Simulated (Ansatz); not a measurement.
MoS2: pressure series

The parent structure is MoS2 in the 2H-MoS2 type structure (space group P6_3/mmc, No. 194; layered, stacked along the Cartesian z axis).

```yaml
crystal:
  lattice:
    - [3.14944, 0.00000, 0.00000]
    - [-1.57472, 2.72750, 0.00000]
    - [0.00000, 0.00000, 12.09152]
  atoms:
    - { symbol: Mo, position: [0.33333, 0.66667, 0.25000] }
    - { symbol: Mo, position: [0.66667, 0.33333, 0.75000] }
    - { symbol: S, position: [0.33333, 0.66667, 0.62050] }
    - { symbol: S, position: [0.66667, 0.33333, 0.12050] }
    - { symbol: S, position: [0.66667, 0.33333, 0.37950] }
    - { symbol: S, position: [0.33333, 0.66667, 0.87950] }
```

Cell and atoms are relaxed at each pressure.

Calculations: plane-wave PAW DFT at the PBE-D3(BJ) level (Ansatz, an electronic-structure program, 420 eV), no spin-orbit coupling, earlier PAW set.

Candidates:
(a) pressure −1 GPa
(b) pressure 22.5 GPa
(c) pressure 2.1 GPa
(d) pressure −2 GPa

Before the change:

```
Quantity    Value
--------  -------
Band gap  0.78 eV
```

### Question
Order them by band gap, lowest first.

### Answer
(b) pressure 22.5 GPa (zero), (c) pressure 2.1 GPa (0.62 eV), (a) pressure −1 GPa (0.87 eV), (d) pressure −2 GPa (1.04 eV)

The mesh was chosen for an insulator and is coarse for the gapless case. Load acts through the strain it causes; cell and atoms are relaxed under it. Stability against distortions was not tested. Competing high-pressure phases were not computed. All final runs are without spin polarisation. The zero or small gap of MoS2 under pressure 22.5 GPa can change with the level of theory.
